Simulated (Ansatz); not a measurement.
**By hand: formation energy of the neutral C_N in AlN (wurtzite, P6₃mc)**

Subject: the formation energy of the neutral C_N in AlN (wurtzite, P6₃mc). Reaction: C (graphite) + 63 AlN (wurtzite) + Al (fcc) → cell A.

A: a supercell of 128 sites of AlN (wurtzite, P6₃mc) with C on a N site (4 Al at 1.93–2.03 Å); an odd number of electrons; spin state with PBE: net moment 1.0 μB a cell.

Ansatz (a quantum-chemistry and plane-wave program) with PAW potentials; structures come from PBE+D3(BJ) relaxations, nuclei static, no net charge. Ansatz runs with its default PAW set. Other levels take these structures. The lattices are those relaxed with PBE+D3(BJ), so at other levels the solids can be strained, which adds to the spread. Larger cells are relaxed from a start prepared with the learned potential CHGNet till forces fall under 0.03 eV/Å, which some starts already meet. No search over spin orders was made beyond those shown. Mesh and cell size may move defect energies by 0.1 eV or more. The value holds for the reservoirs listed; other chemical potentials shift it. Cell A has symmetry P3m1 and got no random move, so less symmetric positions, which may lie lower, weren't tried.

Total energies of the cells in eV, at zero smearing width. They compare only within one column; the weights balance every element.

| cell | atoms | weight | r2SCAN+D4 | PBEsol |
|---|---|---|---|---|
| A: AlN:C_N | 128 | +1 | -59299.54715 | -57844.40674 |
| C (graphite) | 4 | −1/4 | -1006.96431 | -986.75221 |
| AlN (wurtzite) | 128 | −63/64 | -59437.80922 | -57981.31917 |
| Al (fcc) | 1 | −1 | -540.53452 | -524.54710 |

r2SCAN+D4: (-59299.54715) − 1/4 × (-1006.96431) − 63/64 × (-59437.80922) − (-540.53452) = 1.822 eV.

PBEsol: (-57844.40674) − 1/4 × (-986.75221) − 63/64 × (-57981.31917) − (-524.54710) = 2.189 eV.

What follows from the r2SCAN+D4 value: With the reservoirs of the reaction as written, and without entropy terms or charged states, the share of sites that hold the defect in equilibrium is exp(−1.82 eV/k_BT) = 6.7×10^-10 at 1000 K.
